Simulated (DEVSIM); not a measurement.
System: TaN/HfO2/SiO2/p-Si capacitor, at 300 K.

Layer 1 from the left is HfO2, thickness (nm) 6.30. Layer 2 from the left is SiO2, thickness (nm) 0.510. Layer 3 from the left is Si, thickness (nm) 2900, Na (cm⁻³) 4e16.

Metal gate on the left, work function 4.4 eV. Fixed charge at the semiconductor interface -8.5e11 cm⁻² (in units of +e); no interface traps.

The device is made up for the run: typed textbook-type constants, with dimensions and the other settings drawn at random. Values at 300 K.

HfO2: gap (eV) 5.7, affinity (eV) 2.5, permittivity 22. SiO2: gap (eV) 9, affinity (eV) 0.9, permittivity 3.9. Si: gap (eV) 1.124, affinity (eV) 4.05, permittivity 11.7, Nc (cm⁻³) 2.86e19, Nv (cm⁻³) 3.1e19.

Estimate by hand the flat-band voltage, the threshold voltage, and compare with a numerical solution.


- Flat-band voltage: C = 2.12 μF/cm², work-function difference -0.602 V; VFB = φms − qNf/C = -0.54 V; numerical -0.54 V.
- Threshold voltage: φF = 0.391 V, depletion charge √(4εqNφF) = 1.02e-7 C/cm²; VT = VFB + 2φF + Qd/C = 0.29 V; numerical 0.29 V.

DEVSIM, 1D Poisson equation in equilibrium, Boltzmann statistics, complete ionisation; no quantum confinement or tunnelling. Metal contacts follow the ideal Schottky-Mott rule: no Fermi-level pinning, no interface dipoles.
